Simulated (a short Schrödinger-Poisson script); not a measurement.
Solved with a short Schrödinger-Poisson script written for these runs: one-band effective-mass equation with BenDaniel-Duke matching, electrons, heavy and light holes apart, hard walls at the outer ends, one valence edge for both holes (no strain splitting), no charge, excitons, band mixing or non-parabolicity; under a field the levels are quasi-bound states of a box, listed while three quarters of their weight lies within 4 nm of the wells.

System: coupled double CdTe/Cd0.9Zn0.1Te quantum well.

From the first side: 20 nm Cd0.9Zn0.1Te; 3 nm CdTe; 2 nm Cd0.9Zn0.1Te; 3 nm CdTe; 20 nm Cd0.9Zn0.1Te.

The device is made up for the run: typed textbook-type constants, with dimensions and the other settings drawn at random. CdTe: direct gap (eV) 1.5, conduction-band edge (eV) 0, electron mass (mₑ) 0.096, heavy-hole mass 0.6, light-hole mass 0.12. Cd0.9Zn0.1Te: direct gap (eV) 1.56, conduction-band edge (eV) 0.048, electron mass (mₑ) 0.1, heavy-hole mass 0.6, light-hole mass 0.13.

The valence-band edge of each layer lies one gap below its conduction-band edge. The electron's potential energy rises along the stack by the applied field. Mesh 0.03 nm at interfaces.

Problem. Give the shift of e1-hh1 at 6 kV/cm (meV); the e1 above the well's band edge (meV); the squared e1-hh1 overlap at zero applied field.

Solution. shift of e1-hh1 at 6 kV/cm (meV): -0.9; e1 above the well's band edge (meV): 29.7; squared e1-hh1 overlap at zero applied field: 0.99. Excitons are left out, and strain enters only through the typed gaps and offsets, so measured lines lie elsewhere.
